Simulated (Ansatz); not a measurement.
**A series of runs on the (101) slab of Y (cut from a parent of space group no. 194; 16 atoms in the cell)**

```yaml
crystal:
  lattice:
    - [3.58501, 0.00000, 0.00000]
    - [-1.79251, 11.94532, 0.00000]
    - [0.00000, 0.00000, 20.85140]
  atoms:
    - { symbol: Y, position: [0.63369, 0.05905, 0.32451] }
    - { symbol: Y, position: [0.40058, 0.59282, 0.25189] }
    - { symbol: Y, position: [0.77276, 0.33719, 0.26400] }
    - { symbol: Y, position: [0.02839, 0.84845, 0.23979] }
    - { symbol: Y, position: [0.09991, 0.99149, 0.46974] }
    - { symbol: Y, position: [0.86680, 0.52527, 0.39712] }
    - { symbol: Y, position: [0.23899, 0.26964, 0.40923] }
    - { symbol: Y, position: [0.49462, 0.78090, 0.38503] }
    - { symbol: Y, position: [0.56614, 0.92394, 0.61498] }
    - { symbol: Y, position: [0.33302, 0.45771, 0.54236] }
    - { symbol: Y, position: [0.70521, 0.20208, 0.55446] }
    - { symbol: Y, position: [0.96084, 0.71334, 0.53026] }
    - { symbol: Y, position: [0.03236, 0.85638, 0.76021] }
    - { symbol: Y, position: [0.79925, 0.39016, 0.68759] }
    - { symbol: Y, position: [0.17143, 0.13453, 0.69969] }
    - { symbol: Y, position: [0.42706, 0.64579, 0.67549] }
```

Base run A: Ansatz (a quantum-chemistry and plane-wave program) with LDA (PW92), PAW files made with PBE, self-consistent single point.

Its settings: kpoints.mp_grid.grid = 5 5 1; hamiltonian.xc = lda; hamiltonian.pseudopotentials = {kind: paw} (the program's default PAW files); scf.occupations.method = cold; scf.occupations.width = 0.272 eV.

The starting cell was generated: these elements placed on a structure prototype, without a prior relaxation; it need not be a known phase or ordering of this composition. The slab is cut from that crystal, and its faces are unrelaxed. Its lattice was rescaled in the plane by a random factor within 2.5 % of one. The two faces of this cut differ, and no dipole correction was used. Without a gap this mesh is coarse (it stands for a supercell whose shortest in-plane vector is 18 Å).

ΔF is the free energy per atom less that of run A. 

Run A gave: largest force (eV/Å) 0.780; TS (meV/atom) 8.4; k-points 9.

Runs:
- B: kpoints.mp_grid.grid, scf.occupations.width = 3 3 1, 0.03 eV
- C: kpoints.mp_grid.grid, scf.occupations.width = 3 3 1, 0.1 eV
- D: kpoints.mp_grid.grid, scf.occupations.width = 3 3 1, 0.3 eV
- E: kpoints.mp_grid.grid, scf.occupations.width = 4 4 1, 0.03 eV
- F: kpoints.mp_grid.grid, scf.occupations.width = 4 4 1, 0.1 eV
- G: kpoints.mp_grid.grid, scf.occupations.width = 4 4 1, 0.3 eV
- H: kpoints.mp_grid.grid, scf.occupations.width = 5 5 1, 0.03 eV
- I: kpoints.mp_grid.grid, scf.occupations.width = 5 5 1, 0.1 eV
- J: kpoints.mp_grid.grid, scf.occupations.width = 5 5 1, 0.3 eV
- K: kpoints.mp_grid.grid, scf.occupations.width = 6 6 1, 0.03 eV
- L: kpoints.mp_grid.grid, scf.occupations.width = 6 6 1, 0.1 eV
- M: kpoints.mp_grid.grid, scf.occupations.width = 6 6 1, 0.3 eV

**Question.** What does run H change against A?

**Answer.** The free energy rises by 2.1 meV/atom and the largest force goes from 0.780 to 0.809 eV/Å.

| run | ΔF (meV/atom) | largest force (eV/Å) | TS (meV/atom) | k-points |
|---|---|---|---|---|
| A | 0.00 | 0.780 | 8.4 | 9 |
| B | 14.0 | 0.837 | 0.4 | 4 |
| C | 13.1 | 0.814 | 1.1 | 4 |
| D | 12.3 | 0.796 | 5.3 | 4 |
| E | 9.1 | 0.699 | 0.3 | 7 |
| F | 8.9 | 0.690 | -0.4 | 7 |
| G | 6.6 | 0.698 | 12.2 | 7 |
| H | 2.1 | 0.809 | 0.1 | 9 |
| I | 2.7 | 0.805 | 0.0 | 9 |
| J | -0.96 | 0.774 | 11.4 | 9 |
| K | 0.47 | 0.781 | 0.2 | 13 |
| L | -0.16 | 0.785 | 1.0 | 13 |
| M | -3.2 | 0.770 | 9.1 | 13 |

Keys are those of Ansatz 0.2.
